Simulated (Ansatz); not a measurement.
WC: response to strain

Start from WC (space group P-6m2, No. 187; relaxed with 0.1 eV smearing).

```yaml
crystal:
  lattice:
    - [2.91268, 0.00000, 0.00000]
    - [-1.45634, 2.52245, 0.00000]
    - [0.00000, 0.00000, 2.83536]
  atoms:
    - { symbol: W, position: [0.00000, 0.00000, 0.00000] }
    - { symbol: C, position: [0.33333, 0.66667, 0.50000] }
```

Cartesian axes are those of the cell as printed.

Strains are applied to the cell and any free atomic positions relax.

Calculations: plane-wave PAW DFT at the r2SCAN level (Ansatz, a first-principles code, 500 eV), no SOC.

Notes on the quantities. energy relative to the base: free energy F; pressure: mean of the normal stresses, compression positive.

| case | energy relative to the base | pressure | volume per atom |
|---|---|---|---|
| base | 0 meV/atom | 0.0 GPa | 10.42 Å³ |
| tensor shear ε_xz = +0.57 % | +1.3 meV/atom | 0.1 GPa | 10.42 Å³ |
| tensor shear ε_xz = +0.29 % | +0.3 meV/atom | 0.0 GPa | 10.42 Å³ |
| tensor shear ε_xz = +0.86 % | +3.0 meV/atom | 0.1 GPa | 10.42 Å³ |
| tensor shear ε_xz = +1.14 % | +5.3 meV/atom | 0.2 GPa | 10.41 Å³ |
| tensor shear ε_xz = +2.00 % | +16 meV/atom | 0.7 GPa | 10.41 Å³ |
| tensor shear ε_xz = +1.43 % | +8.4 meV/atom | 0.4 GPa | 10.41 Å³ |
| tensor shear ε_xz = +1.71 % | +12 meV/atom | 0.5 GPa | 10.41 Å³ |

No phonon test of stability was made. All final runs are without spin polarisation.
